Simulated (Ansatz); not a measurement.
System: Bi4Ge3O12 (I-43d, No. 220). Method: LDA (Ansatz, a first-principles code, plane waves, PAW).

Numerical settings: plane-wave cutoff 520 eV, 6×6×6 k mesh, Fermi–Dirac smearing 0.01 eV, scalar-relativistic PAW data made under PBE.

Cell (measured lattice):

```yaml
crystal:
  lattice:
    - [-5.26200, 5.26200, 5.26200]
    - [5.26200, -5.26200, 5.26200]
    - [5.26200, 5.26200, -5.26200]
  atoms:
    - { symbol: Ge, position: [0.25000, 0.62500, 0.37500] }
    - { symbol: Ge, position: [0.37500, 0.25000, 0.62500] }
    - { symbol: Ge, position: [0.75000, 0.87500, 0.12500] }
    - { symbol: Ge, position: [0.12500, 0.75000, 0.87500] }
    - { symbol: Ge, position: [0.62500, 0.37500, 0.25000] }
    - { symbol: Ge, position: [0.87500, 0.12500, 0.75000] }
    - { symbol: Bi, position: [0.17502, 0.17502, 0.17502] }
    - { symbol: Bi, position: [0.82498, 0.50000, 0.00000] }
    - { symbol: Bi, position: [0.50000, 0.00000, 0.32498] }
    - { symbol: Bi, position: [0.00000, 0.82498, 0.50000] }
    - { symbol: Bi, position: [0.32498, 0.50000, 0.00000] }
    - { symbol: Bi, position: [0.50000, 0.00000, 0.82498] }
    - { symbol: Bi, position: [0.00000, 0.32498, 0.50000] }
    - { symbol: Bi, position: [0.67502, 0.67502, 0.67502] }
    - { symbol: O, position: [0.41438, 0.35721, 0.19619] }
    - { symbol: O, position: [0.64279, 0.33898, 0.05717] }
    - { symbol: O, position: [0.66102, 0.21819, 0.30381] }
    - { symbol: O, position: [0.78181, 0.58562, 0.44283] }
    - { symbol: O, position: [0.08562, 0.28181, 0.94283] }
    - { symbol: O, position: [0.71819, 0.16102, 0.80381] }
    - { symbol: O, position: [0.83898, 0.14279, 0.55717] }
    - { symbol: O, position: [0.85721, 0.91438, 0.69619] }
    - { symbol: O, position: [0.19619, 0.41438, 0.35721] }
    - { symbol: O, position: [0.58562, 0.44283, 0.78181] }
    - { symbol: O, position: [0.55717, 0.83898, 0.14279] }
    - { symbol: O, position: [0.16102, 0.80381, 0.71819] }
    - { symbol: O, position: [0.30381, 0.66102, 0.21819] }
    - { symbol: O, position: [0.33898, 0.05717, 0.64279] }
    - { symbol: O, position: [0.94283, 0.08562, 0.28181] }
    - { symbol: O, position: [0.91438, 0.69619, 0.85721] }
    - { symbol: O, position: [0.35721, 0.19619, 0.41438] }
    - { symbol: O, position: [0.14279, 0.55717, 0.83898] }
    - { symbol: O, position: [0.44283, 0.78181, 0.58562] }
    - { symbol: O, position: [0.21819, 0.30381, 0.66102] }
    - { symbol: O, position: [0.69619, 0.85721, 0.91438] }
    - { symbol: O, position: [0.28181, 0.94283, 0.08562] }
    - { symbol: O, position: [0.05717, 0.64279, 0.33898] }
    - { symbol: O, position: [0.80381, 0.71819, 0.16102] }
```

Task: Predict the band gap, smallest direct gap on the k points sampled and direct gap at Γ.

Result: 
- band gap: 3.61 eV
- smallest direct gap on the k points sampled: 3.65 eV
- direct gap at Γ: 4.10 eV

Note: cell and atoms aren't relaxed at this level (largest force component 0.15 eV/Å, pressure -1.7 GPa).

Spin–orbit coupling is not included; with these elements it can move the gap by several tenths of an eV or more.

The computed numbers hold no vibrational or temperature effects.
